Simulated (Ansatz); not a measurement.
Cu: biaxial strain +0.50 %, plane normal [001], relaxed out of plane

The parent structure is Cu in the fcc (Cu type) structure (space group Fm-3m, No. 225; a = 3.5638 Å; relaxed with 0.1 eV smearing). Axes: x, y, z lie along the cube axes.

One thing is altered: tensile biaxial strain of 0.50 % in the plane normal to [001], as in epitaxy on a mismatched substrate; the out-of-plane cell vector and the atoms relax.

Calculations: Kohn–Sham DFT with the PBEsol functional, run in Ansatz (a first-principles code) with PAW and 420 eV plane waves, no spin-orbit coupling. Settings: 32×32×32 k-points, 0.1 eV Fermi–Dirac smearing.

The volume per atom rises by 0.03 Å³ (11.32 Å³ → 11.35 Å³) and the space group goes from Fm-3m (No. 225) to I4/mmm (No. 139). The shortest interatomic distance falls by 0.003 Å to 2.517 Å and the energy hardly moves. The pressure (mean of the normal stresses, compression positive) goes from zero to -0.5 GPa and the band gap is still zero. The out-of-plane strain is -0.71 % and the mean in-plane stress (compression positive) amounts to -0.7 GPa.

No phonon test of stability was made. All final runs are without spin polarisation.
